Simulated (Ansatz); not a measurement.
Start from TaAgO3 in the cubic perovskite structure (space group Pm-3m, No. 221; a cell from a computed database, its experimental status unchecked).

```yaml
crystal:
  lattice:
    - [3.95145, 0.00000, 0.00000]
    - [0.00000, 3.95145, 0.00000]
    - [0.00000, 0.00000, 3.95145]
  atoms:
    - { symbol: Ta, position: [0.00000, 0.00000, 0.00000] }
    - { symbol: Ag, position: [0.50000, 0.50000, 0.50000] }
    - { symbol: O, position: [0.00000, 0.00000, 0.50000] }
    - { symbol: O, position: [0.50000, 0.00000, 0.00000] }
    - { symbol: O, position: [0.00000, 0.50000, 0.00000] }
```

Levels (all Ansatz, an electronic-structure program, PAW): PBEsol (420 eV, spin-orbit coupling left out); r2SCAN (500 eV, without spin-orbit coupling).

The geometry is relaxed with PBEsol.

PBEsol pressure: 0.00 GPa
PBEsol smallest direct gap: 2.19 eV
PBEsol band gap: 1.62 eV

With r2SCAN at the same geometry, the pressure goes from zero to 1.09 GPa; the smallest direct gap grows by 0.48 eV to 2.67 eV; the band gap increases by 0.77 eV to 2.39 eV.

Single points use the geometry relaxed with PBEsol. Their cutoffs differ, which shifts pressures a little. With Ta present, leaving out spin-orbit coupling can change the band edges. No phonon test of stability was made. Many cubic perovskites are stable only at high temperature; tilts and polar distortions were not tested.
